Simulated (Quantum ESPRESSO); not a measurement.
A self-consistent single point of Se (P1, 3 atoms in the cell) with Quantum ESPRESSO.

Level of theory: LDA (PZ), GBRV 1.5 ultrasoft (LDA) pseudopotentials (plane waves; Quantum ESPRESSO).

The change in words: 1 x 1 x 1 supercell, one Se atom moved by 0.02 angstrom along z. Reference geometry:
```
CELL_PARAMETERS angstrom
      2.19156    -3.79589     0.00000
      2.19156     3.79589     0.00000
      0.00000     0.00000     4.96485
ATOMIC_POSITIONS crystal
  Se 0.00000 0.22500 0.66667
  Se 0.77500 0.77500 0.00000
  Se 0.22500 0.00000 0.33333
```

Reference input (self-consistent single point, DFT, LDA (PZ), plane waves, GBRV 1.5 ultrasoft (LDA) pseudopotentials): ecutwfc = 40 Ry; ecutrho = 200 Ry; occupations = smearing; smearing = fd; degauss = 0.000734986 Ry; potentials = {Se: se_lda_v1.uspp.F.UPF}; K_POINTS = automatic 5 5 3 0 0 0; conv_thr = 1e-10 Ry. This run's input differs from it in these lines:

```diff
@@ -24,9 +24,9 @@
 CELL_PARAMETERS bohr
-   4.1414389511    -7.1731826798     0.0000000000
-   4.1414389511     7.1731826798     0.0000000000
+   4.1414387370    -7.1731830506     0.0000000000
+   4.1414387370     7.1731830506     0.0000000000
    0.0000000000     0.0000000000     9.3822067499
 ATOMIC_POSITIONS crystal
-Se    0.0000000000    0.2250000000    0.6666666667
+Se    0.0000000000    0.2250000000    0.6666670000
 Se    0.7750000000    0.7750000000    0.0000000000
-Se    0.2250000000    0.0000000000    0.3333333333
+Se    0.2250000000    0.0000000000    0.3373610000
 K_POINTS automatic
```

The program printed (abridged):

```
     Self-consistent Calculation

     iteration #  1     ecut=    40.00 Ry     beta= 0.70

     Threshold (ethr) on eigenvalues was too large:
     Diagonalizing with lowered threshold

     total energy              =    -129.55076141 Ry
     estimated scf accuracy    <       0.02665472 Ry

     iteration #  2     ecut=    40.00 Ry     beta= 0.70

     total energy              =    -129.55238438 Ry
     estimated scf accuracy    <       0.00132618 Ry

     iteration #  3     ecut=    40.00 Ry     beta= 0.70

     total energy              =    -129.55268039 Ry
     estimated scf accuracy    <       0.00024396 Ry

   [... 4 blocks of this kind left out ...]

     iteration #  8     ecut=    40.00 Ry     beta= 0.70

     total energy              =    -129.55287997 Ry
     estimated scf accuracy    <          1.9E-09 Ry

     iteration #  9     ecut=    40.00 Ry     beta= 0.70
     End of self-consistent calculation

     the Fermi energy is     5.2695 ev

!    total energy              =    -129.55287997 Ry
     estimated scf accuracy    <          6.7E-11 Ry
     smearing contrib. (-TS)   =      -0.00000000 Ry
     internal energy E=F+TS    =    -129.55287997 Ry

     convergence has been achieved in   9 iterations

     Forces acting on atoms (cartesian axes, Ry/au):

     atom    1 type  1   force =     0.00290848    0.00660370    0.00337387
     atom    2 type  1   force =    -0.00463165   -0.00068286    0.00322671
     atom    3 type  1   force =     0.00172316   -0.00592084   -0.00660058

     Total force =     0.013318     Total SCF correction =     0.000012

          total   stress  (Ry/bohr**3)                   (kbar)     P=      -16.56
  -0.00014595   0.00000540  -0.00001430          -21.47        0.79       -2.10
   0.00000540  -0.00012619   0.00002551            0.79      -18.56        3.75
  -0.00001430   0.00002551  -0.00006563           -2.10        3.75       -9.66

   JOB DONE.
```

The run converged in 9 iterations. Against the reference run the free energy hardly moves (within 1 meV/atom), the pressure moves little (-1.67 to -1.66 GPa), the largest force goes from 0.150 to 0.232 eV/Å and the gap on the mesh goes from 1.375 to 1.349 eV.

The starting cell has typed, rounded lattice constants, without a prior relaxation at this level. Its lattice was rescaled by up to half a per cent. For this run, on top of that: 1 x 1 x 1 supercell, one Se atom moved by 0.02 angstrom along z.
